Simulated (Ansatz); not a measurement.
Take NbRu (space group P2/m, No. 10; a hypothetical phase, not in the database extracts checked) as the base.

```
CELL_PARAMETERS angstrom
      4.60376     0.00000     0.00000
      0.00000     3.06864     0.00000
     -1.55364     0.00000     6.78432
ATOMIC_POSITIONS crystal
  Nb 0.68981 0.00000 0.32376
  Nb 0.31019 0.00000 0.67624
  Nb 0.00000 0.00000 0.00000
  Ru 0.50000 0.50000 0.00000
  Ru 0.20530 0.50000 0.34804
  Ru 0.79470 0.50000 0.65196
```

Cartesian axes are those of the cell as printed.

Calculations: DFT with PBE, PAW potentials and a 420 eV plane-wave cutoff in Ansatz (a program for electronic structure), no spin-orbit coupling.

For the base:

* **Shortest interatomic distance**: 2.704 Å
* **Pressure**: 0.0 GPa

Modification: tensor shear ε_yz = +3.82 % (engineering shear γ = 0.0764); the atoms relax in the strained cell.

**Question.** What happens to the shortest interatomic distance, largest internal atomic displacement, energy relative to the base and pressure?

**Answer.** The shortest interatomic distance decreases by 0.112 Å (2.704 Å → 2.592 Å); the largest internal atomic displacement comes out as 0.040 Å; the energy goes up by 15 meV/atom; the pressure (mean of the normal stresses, compression positive) goes from zero to 1.0 GPa.

Without a gap, meshes like the base's 11×15×7 leave anisotropic stresses uncertain by several tenths of a GPa, and small strain energies with them. Whether these cells are dynamically stable was not tested. The final runs are not spin-polarised. An odd electron count without spin: NbRu.
